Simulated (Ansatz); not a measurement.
## GaN: energy against volume

GaN (zinc blende, F-43m, 11.376 Å³/atom and stress up to 0.01 GPa in the relaxed cell, cube axes along x, y and z) under hydrostatic pressure, with the cell free. PBEsol in Ansatz, a plane-wave DFT program (PAW, default set), 420 eV, 13×13×13 Γ-centred mesh, Fermi-Dirac smearing 0.05 eV; ions are relaxed, or left where forces stay under 0.02 eV/Å, within the symmetry of each cell.

Here V stands for volume and E for E less E0.

| volume (Å³/atom) | E less E0 (meV/atom) | pressure (GPa) |
|---|---|---|
| 11.5006 | 0.80 | -2.00 |
| 11.4374 | 0.18 | -1.00 |
| 11.3760 | 0.00 | 0.00 |
| 11.3236 | 0.14 | 0.88 |
| 11.2529 | 0.81 | 2.10 |
| 11.1204 | 3.51 | 4.50 |
| 10.8925 | 13.06 | 9.00 |
| 10.6223 | ? | ? |

The 7 complete rows are fitted with the third-order Birch-Murnaghan form, a cubic in V^(-2/3), E against V. With u = V^(-2/3) - 0.1989, the rows have u = -0.0026304, -0.0019081, -0.0011999, -0.0005904, 0.0002393, 0.0018180, 0.0046081. Least squares gives E = 0.553 + 926.1·u + 387095·u² + 191158·u³. Residuals (row less fit): 0.008, -0.014, 0.001, -0.001, 0.013, -0.007, 0.001; standard error 0.013 (degrees of freedom: 3). Its minimum lies at u = -0.0011973, so V0 = (0.1977027)^(-3/2) = 11.38. There d²E/du² = 772800 and d³E/du³ = 1147000, so B0 = (4/9) × 11.38^(-7/3) × 772800 × 0.160218 = 189 GPa (the last factor turns the table's units into GPa), and B0' = 4 + (2/3) × 0.1977027 × (1147000)/772800 = 4.2. B0' rests on the cubic coefficient alone and has a standard error of 0.6 from these residuals.

### Question
Estimate the missing E (V = 10.6223); what did the run itself give?

### Answer
u = 0.0080447, so E = 0.553 + 926.1 × 0.0080447 + 387095 × 0.0080447² + 191158 × 0.0080447³ = 33.154 meV/atom. The calculation gives 33.20 meV/atom, 0.046 meV/atom above the prediction (0.1 % of the range of E in the table). The row lies outside the fitted rows, so this is an extrapolation. From the scatter of the fitted rows alone, a prediction at this place has a standard error of 0.168 meV/atom, so the miss is 0.3 times that.

Other structures, which can take over under pressure, weren't tried. The same form fitted to the pressure column gives B0' = 4.4; series where the two differ by over 0.4 aren't shown. GaN is here a metastable form; wurtzite is the usual one. Rows are the converged runs of the series near zero and its far end, less any whose ions stayed unrelaxed beside relaxed ones; series whose fitted rows scatter by over a few per cent of the range, as at a crossing or softening among them, aren't shown in this form.
